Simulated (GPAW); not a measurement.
Input and output of a self-consistent single point for LaMg (Pmma, 4 atoms in the cell) (GPAW).

Method: LDA (Perdew-Wang 92), GPAW PAW datasets LDA (gpaw-data 1.0.1) (plane waves; GPAW).

The change in words: lattice scaled by 0.98. Reference geometry:
```
CELL_PARAMETERS angstrom
      5.61547     0.00000     0.00000
      0.00000     3.80146     0.00000
      0.00000     0.00000     5.78901
ATOMIC_POSITIONS crystal
  La 0.75000 0.00000 0.79310
  La 0.25000 0.00000 0.20690
  Mg 0.25000 0.50000 0.69324
  Mg 0.75000 0.50000 0.30676
```

Reference input (self-consistent single point, DFT LDA (Perdew-Wang 92), plane waves, GPAW PAW datasets LDA (gpaw-data 1.0.1)): mode = pw; ecut = 800 eV; xc = LDA; kpts = 5 8 5; mesh shift (steps) = 0 0 0; occupations.name = methfessel-paxton; occupations.width = 0.05 eV; occupations.order = 0; nbands = -10; symmetry.symmorphic = false; symmetry.tolerance = 0.0005; maxiter = 120. This run's input differs from it in these lines:

```diff
@@ -5,9 +5,9 @@
 atoms = Atoms(['La', 'La', 'Mg', 'Mg'],
-              cell=[[5.615470, 0.000000, 0.000000],
-                    [0.000000, 3.801460, 0.000000],
-                    [0.000000, 0.000000, 5.789010]],
-              positions=[[4.211602, 0.000000, 4.591264],
-                         [1.403868, 0.000000, 1.197746],
-                         [1.403868, 1.900730, 4.013173],
-                         [4.211602, 1.900730, 1.775837]],
+              cell=[[5.503161, 0.000000, 0.000000],
+                    [0.000000, 3.725431, 0.000000],
+                    [0.000000, 0.000000, 5.673230]],
+              positions=[[4.127371, 0.000000, 4.499439],
+                         [1.375790, 0.000000, 1.173791],
+                         [1.375790, 1.862715, 3.932910],
+                         [4.127371, 1.862715, 1.740320]],
               pbc=True)
```

Log, with long lists cut:

```
     iter     time        total  log10-change:
                         energy   eigst   dens
iter:   1 --:--:--   -15.059289
iter:   2 --:--:--   -15.085611   -0.47  -1.44
iter:   3 --:--:--   -15.128859   -0.48  -1.46
iter:   4 --:--:--   -14.968128   -1.21  -1.71
iter:   5 --:--:--   -14.993838   -1.52  -2.08
iter:   6 --:--:--   -14.927659   -1.07  -2.01
iter:   7 --:--:--   -14.933575   -1.61  -2.52
iter:   8 --:--:--   -14.932769c  -2.19  -2.39
iter:   9 --:--:--   -14.932626c  -2.55  -2.34
iter:  10 --:--:--   -14.930394c  -2.71  -2.48
iter:  11 --:--:--   -14.930726c  -3.12  -2.77
iter:  12 --:--:--   -14.929825c  -2.81  -2.75
   [... lines left out ...]
iter:  24 --:--:--   -14.929930c  -5.33  -3.79
iter:  25 --:--:--   -14.929925c  -5.41  -3.81
iter:  26 --:--:--   -14.929921c  -5.56  -4.22c
iter:  27 --:--:--   -14.929922c  -6.03  -4.30c
iter:  28 --:--:--   -14.929922c  -5.45  -4.32c
iter:  29 --:--:--   -14.929921c  -6.06  -4.01c
iter:  30 --:--:--   -14.929922c  -5.80  -4.20c
   [... 6 lines left out ...]
iter:  37 --:--:--   -14.929924c  -7.18  -4.41c
iter:  38 --:--:--   -14.929924c  -6.87  -4.46c
iter:  39 --:--:--   -14.929924c  -7.31  -4.60c
iter:  40 --:--:--   -14.929924c  -7.30  -4.75c
iter:  41 --:--:--   -14.929924c  -7.49c -5.01c
Converged after 41 iterations.

Dipole moment: (-0.000000, -0.000003, 0.000000) |e|*Ang

Energy contributions relative to reference atoms: (reference = -472731.705855)

Kinetic:        +12.746897
Potential:       -3.836147
External:        +0.000000
XC:             -22.980367
Entropy (-ST):   -0.006109
Local:           -0.857253
SIC:             +0.000000
--------------------------
Free energy:    -14.932979
Extrapolated:   -14.929924

Showing only first 2 kpts
 Kpt  Band  Eigenvalues  Occupancy
  0    19      6.60918    2.00000
  0    20      7.06134    2.00000
  0    21      7.85307    0.00000
  0    22      8.18522    0.00000

  1    19      6.66460    2.00000
  1    20      6.83558    2.00000
  1    21      7.98823    0.00000
  1    22      8.13974    0.00000

Fermi level: 7.35292

No gap
No difference between direct/indirect transitions
Energy (eV): -14.929924

Forces in eV/Ang:
  0 La    0.00000    0.00000   -0.03171
  1 La    0.00000    0.00000    0.03171
  2 Mg    0.00000    0.00000    0.05676
  3 Mg   -0.00000    0.00000   -0.05676

Stress tensor:
     0.004291     0.000000     0.000000
     0.000000     0.006035     0.000000
     0.000000     0.000000     0.005184
Stress (GPa, Voigt): [0.6875 0.9669 0.8305 0.     0.     0.    ]
```

The run converged in 41 iterations. GPAW prints stress with tension positive. Against the reference run the free energy drops by 20.8 meV/atom, the pressure goes from -2.76 to -0.83 GPa and the largest force goes from 0.069 to 0.057 eV/Å.

The starting cell comes from a database of computed structures (which also holds hypothetical and non-ambient phases and stackings), without a prior relaxation at this level. For this run, on top of that: lattice scaled by 0.98.

Cost on one core of a shared machine: roughly 3 min.
